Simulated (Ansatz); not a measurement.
Ansatz (a program for electronic structure) run on LiAg3 (P1, 4 atoms in the cell): self-consistent single point.

Computed with PBEsol, PAW files made with PBE (plane waves; Ansatz).

The change in words: lattice scaled by 0.98. Reference geometry:
```
CELL_PARAMETERS angstrom
     -2.02192     2.02192     4.05030
      2.02192    -2.02192     4.05030
      2.02192     2.02192    -4.05030
ATOMIC_POSITIONS crystal
  Li 0.00600 0.00101 0.98997
  Ag 0.74978 0.25491 0.51020
  Ag 0.24289 0.75955 0.50727
  Ag 0.50133 0.48453 0.99255
```

Reference input (self-consistent single point, DFT, PBEsol, plane waves, PAW files made with PBE): kpoints.mp_grid.grid = 5 5 6; hamiltonian.xc = pbesol; hamiltonian.pseudopotentials = {kind: paw} (the program's default PAW files); scf.occupations.method = gaussian; scf.occupations.width = 0.02 Ry. This run's input differs from it in these lines:

Ansatz 0.2 input:
```diff
@@ -3,10 +3,10 @@
   lattice:
-    - [-2.021920, 2.021920, 4.050305]
-    - [2.021920, -2.021920, 4.050305]
-    - [2.021920, 2.021920, -4.050305]
+    - [-1.981482, 1.981482, 3.969299]
+    - [1.981482, -1.981482, 3.969299]
+    - [1.981482, 1.981482, -3.969299]
   atoms:
-    - { symbol: Li, position_ang: [-0.030375, -0.010172, 0.069013] }
-    - { symbol: Ag, position_ang: [0.031004, 2.032179, 2.002803] }
-    - { symbol: Ag, position_ang: [2.070315, -0.018988, 2.005602] }
-    - { symbol: Ag, position_ang: [-0.049025, 0.018903, 4.023188] }
+    - { symbol: Li, position_ang: [-0.029768, -0.009969, 0.067633] }
+    - { symbol: Ag, position_ang: [0.030384, 1.991536, 1.962747] }
+    - { symbol: Ag, position_ang: [2.028909, -0.018608, 1.965490] }
+    - { symbol: Ag, position_ang: [-0.048045, 0.018525, 3.942725] }
 kpoints:
```

Output, abridged:

```
SCF iter   1: F=—  HF=-22772.197903 eV  |F-HF|=—  |Δ(HF+E_count)|=         —  Δρ=9.28e-2  dr2=6.80e0  ethr=3.10e-3  ⟨swp⟩=4.6  Hψ=8694  notcnv=0
all-band conjugate gradients solve this SCF's bands
preconditioner: auto → Kerker (q_TF=auto, 2.711 Å⁻¹)
SCF iter   2: F=—  HF=-22770.680064 eV  |F-HF|=—  |Δ(HF+E_count)|=    1.52e0  Δρ=2.96e-2  dr2=7.41e-1  ethr=3.10e-3  ⟨swp⟩=2.1  Hψ=5018  notcnv=0  defer=69
   [... lines left out ...]
SCF iter   6: F=—  HF=-22770.418602 eV  |F-HF|=—  |Δ(HF+E_count)|=   6.76e-4  Δρ=1.01e-3  dr2=6.57e-4  ethr=5.41e-6  ⟨swp⟩=2.1  Hψ=4320  notcnv=0  defer=78
SCF iter   7: F=—  HF=-22770.418467 eV  |F-HF|=—  |Δ(HF+E_count)|=   1.35e-4  Δρ=1.36e-4  dr2=1.09e-5  ethr=1.10e-6  ⟨swp⟩=2.1  Hψ=4171  notcnv=0  defer=80
SCF iter   8: F=—  HF=-22770.418458 eV  |F-HF|=—  |Δ(HF+E_count)|=   8.66e-6  Δρ=3.61e-5  dr2=1.14e-6  ethr=1.81e-8  ⟨swp⟩=2.1  Hψ=4537  notcnv=0  defer=80
SCF iter   9: F=-22770.418458 eV  HF=-22770.418458 eV  |F-HF|=4.24e-8  |Δ(HF+E_count)|=   1.50e-7  Δρ=1.04e-5  dr2=7.61e-8  ethr=1.67e-10  ⟨swp⟩=7.8  Hψ=11545  notcnv=0
SCF 1 converged in 9 iterations: F = -22770.418458 eV  dr2 = 7.61e-8
Free energy (F): -22770.418458 eV
Internal energy: -22770.372822 eV  (E = F + TS)
E sigma→0 (E₀):  -22770.395640 eV
Entropy (-TS):   -0.045636 eV (-11.409 meV/atom)
Fermi energy:    14.740856 eV
--- Forces (eV/Å), atoms counted from 1 ---
  atom   1  Li     0.07166066     0.04910486    -0.23572502
  atom   2  Ag    -0.08635027    -0.13098392     0.11957346
  atom   3  Ag    -0.33748085     0.20217077     0.06028324
  atom   4  Ag     0.35218003    -0.12028127     0.05581691
--- Stress (GPa, compression-positive) ---
        3.071251      -0.119923       0.042591
       -0.119923       2.807210       0.174657
        0.042591       0.174657       2.811052
  P = ⅓ Tr σ = 2.8965 GPa (28.965 kbar)
  The stress holds the Pulay correction. Without it, at fixed plane waves, as pw.x and ABINIT print it: P = 2.8285 GPa
```

The run converged in 9 iterations. Against the reference run the free energy stays essentially unchanged (within 1 meV/atom), the pressure goes from -2.26 to 2.90 GPa and the largest force goes from 0.314 to 0.398 eV/Å.

The starting cell comes from a database of computed structures (which also holds hypothetical and non-ambient phases and stackings), without a prior relaxation at this level. Its atoms were displaced at random from the sites of space group no. 139. For this run, on top of that: lattice scaled by 0.98. Ansatz's pressure includes its estimate of the finite-basis (Pulay) stress.
